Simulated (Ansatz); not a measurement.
Base system: ZnCu₂SnS₄ (space group I-4, No. 82; a = 5.4683 Å, c = 10.9350 Å). Axes: x, y, z lie along a, b, c of the conventional cell.

All numbers come from PBE (Ansatz, a first-principles code; PAW; 420 eV plane waves; no spin-orbit coupling).

Before the change:

| Item | Result |
|---|---|
| Volume per atom | 20.44 Å³ |

The change: compressive biaxial strain of 0.75 % in the plane normal to [001], as in epitaxy on a mismatched substrate; the out-of-plane cell vector and the atoms relax.

Problem. What happens to the energy relative to the base and volume per atom?

Solution. The energy goes up by 0.6 meV/atom; the volume per atom falls by 0.124 Å³, from 20.44 Å³ to 20.31 Å³.

No phonon test of stability was made. All final runs are without spin polarisation.
